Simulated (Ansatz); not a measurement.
Consider CoSi2 (space group Fm-3m, No. 225; a = 5.315 Å; non-magnetic).

All numbers come from r2SCAN/PAW in Ansatz (an electronic-structure program), no SOC.

For the base:

The lattice parameter a is 531.5 pm.

The change: a negative pressure, −2 GPa.

Question: Predict the new lattice parameter a.

Answer: The lattice parameter a increases by 1.8 pm to 533.3 pm.

Load acts through the strain it causes; cell and atoms are relaxed under it. Whether these cells are dynamically stable was not tested. Seeded moments were not kept for the base. All final runs are without spin polarisation. An odd electron count without spin: CoSi2.
